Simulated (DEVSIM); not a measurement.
Device: Schottky contact on n-type Si, at 300 K.

Layer 1 from the left is Si, thickness (μm) 5.70, Nd (cm⁻³) 7.2e16, τn (s) 4.3e-7, τp (s) 4.3e-7.

Left contact: Schottky, work function 4.64 eV, emission velocity 2.3e6 cm/s. Right contact: ohmic. Voltage is applied to the left contact. Recombination: SRH at mid-gap, radiative. Mobility is constant in doping.

This is a model device: material constants are rounded textbook-type values typed into the input, and sizes, dopings and lifetimes were drawn at random. Values at 300 K.

Si: gap (eV) 1.124, affinity (eV) 4.05, permittivity 11.7, Nc (cm⁻³) 2.86e19, Nv (cm⁻³) 3.1e19, μn (cm²/Vs) 1417, μp (cm²/Vs) 470, B (cm³/s) 4.7e-15.

Simulated with DEVSIM: 1D drift-diffusion, Boltzmann statistics, complete ionisation; no tunnelling, impact ionisation, image-force lowering or self-heating. Metal contacts follow the ideal Schottky-Mott rule: no Fermi-level pinning, no interface dipoles.

Dark forward current:

```tsv
|V| (V)	|J| (A/cm²)
0.05	0.007503
0.10	0.05931
0.15	0.4167
0.20	2.872
0.25	19.36
0.30	116.7
0.35	486.3
0.40	1229
0.45	2221
```

### Question
Work out the local ideality factor n = ΔV / (kT/q · ln(J2/J1)) between the rows 0.15 and 0.20 V, 0.40 and 0.45 V.

### Answer
kT/q = 25.85 mV. From 0.15 to 0.20 V: ln(2.872/0.4167) = 1.930, n = 1.00, near the 1 of diffusion or emission over a barrier. From 0.40 to 0.45 V: ln(2221/1229) = 0.592, n = 3.27; the layers' resistance at their doping, Σ W/(qμN) = 3.5e-5 Ω cm², would take 35 mV of this step of 50 mV.

### Question
Estimate the current at 0.20 V for emission alone, J0 = q v N_band exp(−φB/kT), and read the barrier back from the simulated current.

### Answer
φB = 0.590 eV, N_band = 2.86e19 cm⁻³, J0 = 0.00129 A/cm²; J = J0 (exp(qV/kT) − 1) = 2.95 A/cm². The simulation gives 2.87 A/cm²; the estimate lies 2.9 % above. Read backwards, the simulated current gives an apparent barrier of 0.591 eV. The estimate leaves out transport through the depletion region and minority injection.
